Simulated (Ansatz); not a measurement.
System: TlMnCl3 (Pm-3m, No. 221, 5 atoms in the cell; start mp-570290). Method: r²SCAN+rVV10 in Ansatz (PAW).

Run with plane-wave cutoff 560 eV, 8×8×8 k mesh, Fermi–Dirac smearing 0.01 eV, spin-polarised start, scalar-relativistic PAW data made under PBE.

Cell (relaxed at this level):

MnTlCl$_{3}$ has the cubic space group Pm-3m (No. 221), the cubic perovskite structure, Pearson symbol cP5. Cell: a = 4.9864 Å, b = 4.9864 Å, c = 4.9864 Å, α = 90.00°, β = 90.00°, γ = 90.00°. Mn on 1b sees 6 Cl at 2.493 Å (octahedral). Tl on 1a is surrounded by no neighbour by this rule. Cl on 3c is coordinated by 2 Mn at 2.493 Å (linear). (Neighbours: up to the widest gap in distance over summed covalent radii, below 1.35, at either atom; cation-cation and far metal-metal contacts left out.)

Q: Estimate the band gap and Γ–Γ gap that the calculation returns.

A: 
- band gap: 2.09 eV (on the SCF k mesh)
- Γ–Γ gap: 4.77 eV

Note: the magnetic order was assumed, not searched for or taken from measurement; the relaxation could not lower the start's symmetry, so the cell can be a saddle point above a distorted one.

Spin–orbit coupling is not included; with these elements it can move the gap by several tenths of an eV or more.

A start named mp-… is a Materials Project structure, which need not be a measured phase.

Ansatz is a quantum-chemistry and plane-wave program.
